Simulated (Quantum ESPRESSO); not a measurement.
Troubleshooting Quantum ESPRESSO: a failed run on Cs₂BaCl₄ (I-42d, 14 atoms in the cell). The aim is a self-consistent single point with DFT, LDA (PZ), plane waves, GBRV 1.5 ultrasoft (LDA) pseudopotentials.

Cell that was meant: a = 8.6867 Å, b = 8.6867 Å, c = 8.6867 Å, α = 110.55°, β = 110.55°, γ = 107.34°.

Part of the input:

```fortran
  -4.94835500     4.94835500     5.14648500
   4.94835500    -4.94835500     5.14648500
   4.94835500     4.94835500    -5.14648500
ATOMIC_POSITIONS {cartesian}
Cs    0.37500000    0.51765000    0.64265000
Cs    0.48235000    0.12500000    0.85735000
Cs    0.87500000    0.73235000    0.35735000
```

Output (repeated stretches shortened):

```
     This program is part of the open-source Quantum ESPRESSO suite
     for quantum simulation of materials; please cite

 %%%%%%%%%%%%%%%%%%%%%%%%%%%%%%%%%%%%%%%%%%%%%%%%%%%%%%%%%%%%%%%%%%%%%%%%%%%%%%
     Error in routine read_cards (1):
     unknown option for ATOMIC_POSITION: ATOMIC_POSITIONS {CARTESIAN}
 %%%%%%%%%%%%%%%%%%%%%%%%%%%%%%%%%%%%%%%%%%%%%%%%%%%%%%%%%%%%%%%%%%%%%%%%%%%%%%

     stopping ...
```

Task: Read the log: what does the program object to, and what is the fix?

Result: The fault is a value that the program does not know. The key takes a closed list of words, and names differ between codes. To fix it, use one of the words that the key accepts. The program stopped before any SCF iteration.

An input that runs soundly differs in these lines (not the only fix; some lines may just follow from the change or write a value another way):
```diff
-ATOMIC_POSITIONS {cartesian}
+ATOMIC_POSITIONS {crystal}
```

With that input, the run converged in 10 iterations: free energy E − TS -8998.5570 eV; top of the valence band (on the code's own zero) 2.27 eV; gap on the k-point mesh 4.52 eV; pressure -2.94 GPa; largest force (vector length) 0.067 eV/Å (DFT, LDA (PZ), plane waves, GBRV 1.5 ultrasoft (LDA) pseudopotentials).

On the sound input: the starting cell comes from a database of computed structures (which also holds hypothetical and non-ambient phases and stackings), without a prior relaxation at this level.
